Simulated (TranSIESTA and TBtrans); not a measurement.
Run with TranSIESTA and TBtrans (open boundaries, self-consistent; PseudoDojo norm-conserving potentials, scalar-relativistic): PAO.BasisSize DZP, PAO.EnergyShift 0.15 eV, XC.Authors PBE, Mesh.Cutoff 200 Ry, ElectronicTemperature 300 K, TS.Voltage 0.0 eV, TBT.Elecs.Eta 0.001 eV, no spin polarisation.

Junction: Ga chain bridged by a linear C6 unit along the axis. Leads: straight Ga chain, spacing 2.55 Å. Geometry: 8 atoms about the centre moved by SIESTA (PBE, DZP) to a largest force of 0.01 eV/Å, all others as built, motion along the axis alone. Transport runs along z; the first 6 and the last 6 of the 24 atoms are the lead cells, repeated to infinity.

```xyz
24
Lattice="9.000 0.000 0.000 0.000 9.000 0.000 0.000 0.000 53.600" Properties=species:S:1:pos:R:3 pbc="F F T"
Ga     4.500     4.500     0.000
Ga     4.500     4.500     2.550
Ga     4.500     4.500     5.100
Ga     4.500     4.500     7.650
Ga     4.500     4.500    10.200
Ga     4.500     4.500    12.750
Ga     4.500     4.500    15.300
Ga     4.500     4.500    17.850
Ga     4.500     4.500    20.379
C      4.500     4.500    22.254
C      4.500     4.500    23.537
C      4.500     4.500    24.886
C      4.500     4.500    26.164
C      4.500     4.500    27.513
C      4.500     4.500    28.796
Ga     4.500     4.500    30.671
Ga     4.500     4.500    33.200
Ga     4.500     4.500    35.750
Ga     4.500     4.500    38.300
Ga     4.500     4.500    40.850
Ga     4.500     4.500    43.400
Ga     4.500     4.500    45.950
Ga     4.500     4.500    48.500
Ga     4.500     4.500    51.050
```

**Question.** Give the largest eigenchannel transmissions at the Fermi level (four at most) and the total.

**Answer.** 0.85, 0.85; total 1.70. The straight chain is held at its spacing; free chains may zigzag or dimerise. No spin-polarised start was tried, so a magnetic state, if there is one, is missed.
